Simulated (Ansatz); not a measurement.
An Ansatz (an electronic-structure program) run: hypothetical CsCl type MoP; DFT with PBEsol, PAW potentials and a 420 eV plane-wave cutoff in Ansatz, without spin-orbit coupling.

Input:

Ansatz 0.2 input:
```yaml
crystal:
  lattice:
    - [2.9745319129, 0, 0]
    - [0, 2.9745319129, 0]
    - [0, 0, 2.9745319129]
  atoms:
    - { symbol: Mo, position: [0, 0, 0] }
    - { symbol: P, position: [0.5, 0.5, 0.5] }
basis: { ecutwfc: 420, ecutrho_ratio: 4, xc_grid: 2, fft_grid_basis: typed }
kpoints: { mp_grid: { grid: [16, 16, 16] } }
hamiltonian:
  xc: pbesol
  dispersion: none
  pseudopotentials: { kind: paw }
scf: { occupations: { method: fermi_dirac, width: 0.05 }, convergence: { dr2_threshold: 0.0000000002 } }
output: { forces: true, stress: true }
```

Output (explanatory and most iteration lines left out):

```
Pseudopotential: Mo, paw, valence charge 14
Pseudopotential: P, paw, valence charge 5
Crystal: 2 atoms, lattice volume = 26.318 Å³
Basis set: ecut = 420 eV, 485 PW (Γ), exchange–correlation on 40×40×40 points (8 copies of the dense FFT grid, shifted against one another)
Bands: 14, of which v1, the nominal top of the filled ones, is band 10 counted from 1 (9 counted from 0)
Symmetry: 48 space group operations
Space group: Pm-3m (ITA 221), of the structure as read, at distance tolerance 3.0e-5 Å
k-points: 165 of 4096
Functional: x = pbesol(κ = 0.804, μ = 0.12345679012345678), c = pbesol(β = 0.046)
SCF iter   1: F=—  HF=-5638.489706 eV  |F-HF|=—  |Δ(HF+E_count)|=         —  Δρ=1.49e-2  dr2=5.36e-2  ethr=1.77e-3  ⟨swp⟩=5.1  Hψ=13106  notcnv=0
SCF iter   2: F=—  HF=-5638.482752 eV  |F-HF|=—  |Δ(HF+E_count)|=   6.95e-3  Δρ=9.02e-3  dr2=2.44e-2  ethr=2.82e-4  ⟨swp⟩=1.1  Hψ=3639  notcnv=0
SCF 1 converged in 6 iterations: F = -5638.477357 eV  dr2 = 1.76e-10
SCF converged after 6 iterations
Free energy (F): -5638.477357 eV
Internal energy: -5638.467366 eV  (E = F + TS)
E sigma→0 (E₀):  -5638.472361 eV
Entropy (-TS):   -0.009991 eV (-4.995 meV/atom)
Fermi energy:    18.844739 eV
--- Forces (eV/Å), atoms counted from 1 ---
  atom   1  Mo    -0.00000000    -0.00000000     0.00000000
  atom   2  P      0.00000000    -0.00000000    -0.00000000
--- Stress (GPa, compression-positive) ---
        0.000007      -0.000000       0.000000
       -0.000000       0.000007       0.000000
        0.000000       0.000000       0.000007
  P = ⅓ Tr σ = 0.0000 GPa (0.000 kbar)
```

No phonon test of stability was made. The final runs are not spin-polarised. An odd electron count without spin: MoP. The cell is MoP in the CsCl type structure (space group Pm-3m, No. 221; a hypothetical phase, not in the database extracts checked).
